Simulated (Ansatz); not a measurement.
For cubic perovskite SrVO3, rVV10 (plane waves, PAW; Ansatz, a first-principles code) gives:

- lattice parameter a = 3.871 Å
- bulk modulus = 184 GPa
- cohesive energy = 6.25 eV/atom

Problem. What does r²SCAN in Ansatz (plane waves, PAW) give for the same quantities?

Solution. 
- lattice constant a: 3.828 Å (decreases by 1.1 %)
- bulk modulus: 202 GPa (increases by 9.8 %)
- cohesive energy: 6.02 eV/atom (shrinks by 0.23 eV/atom)

For comparison: lattice constant a 3.842 Å (measured, temperature not stated, no zero-point or thermal correction; as tabulated in Marks et al. (2021), arXiv:2103.05797).

Changes are worked out from the printed values.

Unless a cell is named, each level is at its own relaxed cell (rVV10 11.60, r²SCAN 11.22 Å³/atom).

The crystal itself was run without spin with rVV10, r²SCAN; a magnetic state was not tried in these runs.

Ansatz's density-functional and Hartree–Fock values are scalar-relativistic unless marked +SOC, with PAW data made under PBE.
